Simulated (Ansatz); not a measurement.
Consider HfSi₂ (space group Cmcm, No. 63; a = 3.6503 Å, b = 14.3497 Å, c = 3.6352 Å).

Calculations: DFT with PBEsol, PAW potentials and a 420 eV plane-wave cutoff in Ansatz (a program for electronic structure), no spin-orbit coupling.

One change was made to it. Results:

```json
[
 {"quantity": "density", "base": "8.19 g/cm³", "after": "8.98 g/cm³"},
 {"quantity": "shortest interatomic distance", "base": "2.412 Å", "after": "2.378 Å"},
 {"quantity": "band gap", "base": "zero", "after": "zero"}
]
```

### Question
What was done to the base?
(A) pressure 75 GPa
(B) pressure 50 GPa
(C) pressure −2 GPa
(D) pressure 15 GPa

### Answer
D, pressure 15 GPa. For comparison, the density in the other runs: pressure 75 GPa gives 11.10 g/cm³; pressure −2 GPa gives 8.06 g/cm³; pressure 50 GPa gives 10.34 g/cm³.

Load acts through the strain it causes; cell and atoms are relaxed under it. Stability against distortions was not tested. Competing high-pressure phases were not computed. The final runs are not spin-polarised.
